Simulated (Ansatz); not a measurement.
Consider SnTe in the rock salt structure (space group Fm-3m, No. 225; a = 6.370 Å). Axes: x, y, z lie along the cube axes.

Computed with r2SCAN (Ansatz, an electronic-structure program, PAW, no SOC).

Before the change:

The band gap comes out as 0.13 eV and the volume per atom comes out as 32.31 Å³.

Perturbation: compressive biaxial strain of 2.20 % in the plane normal to [001], as in epitaxy on a mismatched substrate; the out-of-plane cell vector and the atoms relax.

Problem. What does the calculation give for the energy relative to the base after the change?

Solution. The energy grows by 14 meV/atom.

Problem. What does the calculation give for the band gap after the change?

Solution. The band gap becomes zero (base: 0.13 eV).

Problem. What happens to the volume per atom?

Solution. The volume per atom decreases by 1.376 Å³ (32.31 Å³ → 30.94 Å³).

Spin-orbit coupling, missing from the scalar runs, can matter with Te. No phonon test of stability was made. All final runs are without spin polarisation. Gaps under 0.05 eV, about the width of the smearing, are given as zero. The zero or small gap of SnTe can change with the level of theory.
